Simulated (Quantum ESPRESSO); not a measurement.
A self-consistent single point of NaCl (Fm-3m, 2 atoms in the cell) with Quantum ESPRESSO.

Computed with PBEsol, GBRV 1.5 ultrasoft (PBESOL) pseudopotentials (plane waves; Quantum ESPRESSO).

```xyz
2
Lattice="0.0000 2.7508 2.7508 2.7508 0.0000 2.7508 2.7508 2.7508 0.0000" Properties=species:S:1:pos:R:3 pbc="T T T"
Na     0.0000     0.0000     0.0000
Cl     2.7508     2.7508     2.7508
```

Reference input (self-consistent single point, DFT, PBE, plane waves, GBRV 1.5 ultrasoft (PBE) pseudopotentials): ecutwfc = 40 Ry; ecutrho = 200 Ry; occupations = smearing; smearing = fermi-dirac; degauss = 0.00147 Ry; potentials = {Na: na_pbe_v1.5.uspp.F.UPF, Cl: cl_pbe_v1.4.uspp.F.UPF}; K_POINTS = automatic 8 8 8 0 0 0; conv_thr = 1e-08 Ry; mixing_beta = 0.5. This run's input differs from it in these lines:

```diff
@@ -23,4 +23,4 @@
 ATOMIC_SPECIES
-Na    22.9898  na_pbe_v1.5.uspp.F.UPF
-Cl    35.4500  cl_pbe_v1.4.uspp.F.UPF
+Na    22.9898  na_pbesol_v1.5.uspp.F.UPF
+Cl    35.4500  cl_pbesol_v1.4.uspp.F.UPF
 CELL_PARAMETERS angstrom
```

Output (repeated stretches shortened):

```
     Self-consistent Calculation

     iteration #  1     ecut=    40.00 Ry     beta= 0.50

     Threshold (ethr) on eigenvalues was too large:
     Diagonalizing with lowered threshold

     negative rho (up, down):  1.517E-02 0.000E+00

     total energy              =    -128.62415200 Ry
     estimated scf accuracy    <       0.03851966 Ry

     iteration #  2     ecut=    40.00 Ry     beta= 0.50

     negative rho (up, down):  1.489E-02 0.000E+00

     total energy              =    -128.63143619 Ry
     estimated scf accuracy    <       0.00183188 Ry

     iteration #  3     ecut=    40.00 Ry     beta= 0.50

     negative rho (up, down):  1.460E-02 0.000E+00

     total energy              =    -128.63162719 Ry
     estimated scf accuracy    <       0.00043680 Ry

   [... 3 blocks of this kind left out ...]

     iteration #  7     ecut=    40.00 Ry     beta= 0.50

     negative rho (up, down):  1.457E-02 0.000E+00

     total energy              =    -128.63166642 Ry
     estimated scf accuracy    <       0.00000002 Ry

     iteration #  8     ecut=    40.00 Ry     beta= 0.50

     negative rho (up, down):  1.457E-02 0.000E+00
     End of self-consistent calculation

     the Fermi energy is     4.9881 ev

!    total energy              =    -128.63166643 Ry
     estimated scf accuracy    <          5.2E-10 Ry
     smearing contrib. (-TS)   =       0.00000000 Ry
     internal energy E=F+TS    =    -128.63166643 Ry

     convergence has been achieved in   8 iterations

     negative rho (up, down):  1.457E-02 0.000E+00

     Forces acting on atoms (cartesian axes, Ry/au):

     atom    1 type  1   force =    -0.00000000   -0.00000000   -0.00000000
     atom    2 type  2   force =     0.00000000    0.00000000    0.00000000

     Total force =     0.000000     Total SCF correction =     0.000000

     negative rho (up, down):  1.457E-02 0.000E+00
          total   stress  (Ry/bohr**3)                   (kbar)     P=       17.60
   0.00011967   0.00000000   0.00000000           17.60        0.00        0.00
   0.00000000   0.00011967   0.00000000            0.00       17.60        0.00
   0.00000000   0.00000000   0.00011967            0.00        0.00       17.60

   JOB DONE.
```

The run converged in 8 iterations. Against the reference run the pressure goes from 3.28 to 1.76 GPa and the gap on the mesh goes from 5.407 to 5.218 eV.

The starting cell comes from a database of computed structures (which also holds hypothetical and non-ambient phases and stackings), without a prior relaxation at this level. Its lattice was rescaled by a random factor within 2.5 % of one.
